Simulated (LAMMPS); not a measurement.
LAMMPS 22 Jul 2025, classical MD, Tersoff (SiC.tersoff): SiC, 21952 atoms.

```text
units metal
atom_style atomic
read_data unit.data
replicate 14 14 14
pair_style tersoff
pair_coeff * * SiC.tersoff Si C
velocity all create 1600 4928 dist gaussian loop geom
fix 1 all nve
fix 2 all langevin 800 800 0.04 9876 zero yes
timestep 0.001
thermo 100
run 300
reset_timestep 0
write_restart start.rst
```

```text
read_restart start.rst
pair_style tersoff
pair_coeff * * SiC.tersoff Si C
neighbor 2.0 bin
neigh_modify every 1 delay 0 check no
fix 1 all nve
timestep 0.001
thermo_style custom step temp pe etotal press
thermo_modify format float %.10g
thermo 100
group probe id 1:48
dump probe probe custom 1000000 forces.txt id fx fy fz
dump_modify probe sort id format float %.8g
run 1500
```

```bash
# ahead of the timed run: OMP_NUM_THREADS=1 mpirun -np 48 lmp -in in.warm -log none -nocite
OMP_NUM_THREADS=1 mpirun -np 32 lmp -in in.lmp -log log.lammps -nocite
```

Machine: one whole node, Arm Neoverse V2, 96 cores on 1 socket, no SMT, 1 L3 cache group.

On 32 ranks this takes 4.0 s. Times are wall-clock medians of two to five runs, from launch to exit, with nothing else on the machine. Unless noted, each process is bound to its own block of adjacent cores. Build: PyPI wheel: MPICH, OPENMP and OPT packages. Other compilers and libraries give other times. Scratch files lie in a memory file system. A preparatory run goes ahead and isn't timed.

Problem. Speed this job up; the result has to stay within 1.0 meV/atom in energy, 10 meV/Å in forces on 48 atoms, 0.20 meV an atom in drift of the total energy. Keep to 32 cores.

Solution. Several could match; the one computed here: going from neigh_modify = every 1 delay 0 check no to neigh_modify = every 10 delay 0 check yes, one of the fastest of the measured ones that keep the result.

```diff
-neigh_modify every 1 delay 0 check no
+neigh_modify every 10 delay 0 check yes
```

Time: 4.0 s to 2.1 s (1.9× as fast). List entries an atom go from 46 to 46, Neigh from 1.7 to 0 s and Pair from 1.9 to 1.8 s. Neighbour list builds go from 1500 to 0. These two results differ by: energy equal as printed, forces on 48 atoms equal as printed, drift of the total energy under 0.001 meV an atom. Others tried: neigh_modify = every 1 delay 0 check yes (2.1 s); neigh_modify = every 1 delay 10 check yes (2.1 s).
